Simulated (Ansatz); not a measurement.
The reference is WSe₂ (space group Fm-3m, No. 225; a = 6.2606 Å; ferromagnetic; a hypothetical phase, not in the database extracts checked; relaxed with 0.1 eV smearing). Axes: x, y, z lie along the cube axes.

Level of theory: Ansatz (an electronic-structure program), r2SCAN, PAW, cutoff 500 eV, spin-orbit coupling left out.

Now apply this change: the cell is scaled by 1.0265 in all directions; the atoms relax in the strained cell.

Q: Predict the stress tensor and what it implies for the stiffness.

A: Stress of the strained cell less that of the base (GPa, compression positive):
```
   -7.6     0.0     0.0
    0.0    -7.6     0.0
    0.0     0.0    -7.6
```

Then B = −ΔP/(ΔV/V₀) with ΔV/V₀ = 0.0816 gives secant stiffness values (nonlinear terms included at this strain): B ≈ 93 GPa.

As a check, the harmonic strain energy −½ V₀ Δσ:ε is 38 meV/atom; the computed energy rise is 42 meV/atom.

The magnetic state is the one reached from the starting moments; the real material's order can differ, and small cells can't hold many antiferromagnetic ones. Whether these cells are dynamically stable was not tested.
